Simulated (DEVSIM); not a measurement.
System: Ni/SiO2/p-Ge capacitor, at 300 K.

| layer (left to right) | material | thickness (nm) | Na (cm⁻³) |
|---|---|---|---|
| 1 | SiO2 | 18.0 | - |
| 2 | Ge | 9400 | 4e15 |

Metal gate on the left, work function 5.1 eV. Fixed charge at the semiconductor interface 1.1e12 cm⁻² (in units of +e); no interface traps.

This is a model device: material constants are rounded textbook-type values typed into the input, and sizes, dopings and lifetimes were drawn at random. Values at 300 K.

```csv
parameter,SiO2,Ge
gap (eV),9,0.664
affinity (eV),0.9,4
permittivity,3.9,16
Nc (cm⁻³),-,1.04e19
Nv (cm⁻³),-,6e18
```

DEVSIM, 1D Poisson equation in equilibrium, Boltzmann statistics, complete ionisation; no quantum confinement or tunnelling. Metal contacts follow the ideal Schottky-Mott rule: no Fermi-level pinning, no interface dipoles.

The interface trap density was swept, all else fixed.

| interface trap density (cm^-2 eV^-1) | minimum of the low-frequency capacitance (μF/cm²) | flat-band voltage (V) |
|---|---|---|
| 0 | 0.0421 | -0.29 |
| 1e10 | 0.0431 | -0.30 |
| 1e11 | 0.0512 | -0.32 |
| 3e11 | 0.0666 | -0.36 |
| 1e12 | 0.101 | -0.52 |
| 2e12 | 0.127 | -0.75 |

From the first row to the last the minimum of the low-frequency capacitance goes from 0.0421 to 0.127. From the first row to the last the flat-band voltage goes from -0.29 to -0.75.
